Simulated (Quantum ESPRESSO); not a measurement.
A user runs Quantum ESPRESSO on ScCoP (Pnma, 12 atoms in the cell) and asks whether the run is sound. The aim is a self-consistent single point with DFT, PBEsol, plane waves, GBRV 1.5 ultrasoft (PBESOL) pseudopotentials.

Cell that was meant: a = 6.2652 Å, b = 3.7892 Å, c = 6.9347 Å, α = 90.00°, β = 90.00°, γ = 90.00°.

Part of the input:

```fortran
   starting_magnetization(2) = 0.176,
/
&ELECTRONS
   conv_thr = 1.0d-1,
   mixing_beta = 0.3,
/
ATOMIC_SPECIES
```

Log, with long lists cut:

```
     G-vector sticks info
     --------------------
     sticks:   dense  smooth     PW     G-vecs:    dense   smooth      PW
   [... lines left out ...]
        k(   10) = (   0.3333333   0.3306867   0.3011554), wk =   0.1777778
        k(   11) = (   0.3333333   0.6613734   0.0000000), wk =   0.0888889
        k(   12) = (   0.3333333   0.6613734   0.3011554), wk =   0.1777778

     Dense  grid:   150069 G-vectors     FFT dimensions: (  80,  48,  90)

     Smooth grid:    53059 G-vectors     FFT dimensions: (  54,  36,  60)

     Initial potential from superposition of free atoms

     starting charge     127.9903, renormalised to     132.0000
     Self-consistent Calculation

     iteration #  1     ecut=    50.00 Ry     beta= 0.30

     total energy              =   -1620.15441460 Ry
     estimated scf accuracy    <      34.29811507 Ry

     total magnetization       =     5.32 Bohr mag/cell
     absolute magnetization    =     8.83 Bohr mag/cell

     iteration #  2     ecut=    50.00 Ry     beta= 0.30

     total energy              =   -1631.24031451 Ry
     estimated scf accuracy    <      52.78849703 Ry

     total magnetization       =     0.48 Bohr mag/cell
     absolute magnetization    =     0.72 Bohr mag/cell

   [... lines left out ...]
     atom   3 (R=0.176)  charge=  9.0039  magn= -0.0228
     atom   4 (R=0.176)  charge=  9.0039  magn= -0.0228
     atom   5 (R=0.151)  charge= 15.3409  magn=  0.5153
     atom   6 (R=0.151)  charge= 15.3409  magn=  0.5153
     atom   7 (R=0.151)  charge= 15.3409  magn=  0.5153
     atom   8 (R=0.151)  charge= 15.3409  magn=  0.5153
     atom   9 (R=0.151)  charge=  2.7323  magn=  0.0169
     atom  10 (R=0.151)  charge=  2.7323  magn=  0.0169
     atom  11 (R=0.151)  charge=  2.7323  magn=  0.0169
     atom  12 (R=0.151)  charge=  2.7323  magn=  0.0169
     End of self-consistent calculation

     the Fermi energy is    14.4719 ev

!    total energy              =   -1633.01987395 Ry
     estimated scf accuracy    <       0.06029104 Ry
     smearing contrib. (-TS)   =      -0.02043111 Ry
     internal energy E=F+TS    =   -1632.99944284 Ry

     total magnetization       =     1.88 Bohr mag/cell
     absolute magnetization    =     2.68 Bohr mag/cell

     convergence has been achieved in  10 iterations

     Forces acting on atoms (cartesian axes, Ry/au):

     atom    1 type  1   force =     0.00447134   -0.00000000   -0.01446495
     atom    2 type  1   force =    -0.00447134    0.00000000    0.01446495
     atom    3 type  1   force =    -0.00447134    0.00000000   -0.01446495
   [... lines left out ...]
     Total force =     0.048694     Total SCF correction =     0.226123
   [... lines left out ...]

          total   stress  (Ry/bohr**3)                   (kbar)     P=      918.62
   0.00631149   0.00000000   0.00000000          928.45        0.00        0.00
   0.00000000   0.00617517   0.00000000            0.00      908.40        0.00
   0.00000000   0.00000000   0.00624727            0.00        0.00      919.01

   JOB DONE.
```

Question: Is anything amiss in this input, and did it matter?

Answer: The run is not sound. The fault is a convergence threshold that is too loose. A loop that stops early leaves an energy error of second order in the density error, but errors of first order in forces and stress. To fix it, tighten the threshold. The run converged in 10 iterations without an error; against the sound input the free energy rises by 61.5 meV/atom, the pressure goes from -6.25 to 91.86 GPa, the largest force goes from 0.194 to 0.453 eV/Å and the size of the net moment goes from 0.00 to 0.16 μB/atom. The full log also holds: “SCF correction compared to forces is large: reduce conv_thr to get better values”.

An input that runs soundly differs in these lines (not the only fix; some lines may just follow from the change or write a value another way):
```diff
-   conv_thr = 1.0d-1,
+   conv_thr = 1.0d-10,
```

With that input, the run converged in 27 iterations: free energy E − TS -22219.1050 eV; Fermi level (on the code's own zero) 14.50 eV; pressure -6.25 GPa; largest force (vector length) 0.194 eV/Å; size of the cell's spin moment 0.00 μB (DFT, PBEsol, plane waves, GBRV 1.5 ultrasoft (PBESOL) pseudopotentials).

On the sound input: the starting cell comes from a database of computed structures (which also holds hypothetical and non-ambient phases and stackings), without a prior relaxation at this level. The starting moments vanished: the run ended non-magnetic, which need not be the lowest state. With a pressure of about -6 GPa the cell is away from its equilibrium volume at this level. Without a gap this mesh is coarse (it stands for a supercell whose shortest vector is 19 Å).
